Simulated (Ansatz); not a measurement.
## A constructed model of the (111) surface of fcc Pt, a pseudomorphic layer of Ag in the other hollow (bottom of the slab: a bare face, its two planes held)

The numbers are results of PBE (plane waves to 420 eV, PAW; Ansatz, an electronic-structure program), not measurements.

Slab: 7 atoms, 13.9 Å thick at the start; k 15x15x1, smearing 0.1 eV, dipole-corrected; 2 atoms held, the rest relaxed; held to the start's symmetry, so lower structures may exist; no spin, no spin-orbit, no U. In PBE it lies 0.02 eV a 1x1 cell over the lowest computed structure of the same composition (a pseudomorphic layer of Ag in the host's stacking).

| Item | Result |
|---|---|
| work function of the top face | 4.73 eV |
| energy released by relaxation | 0.006 eV |
| cost | very roughly 2.4 core-minutes |
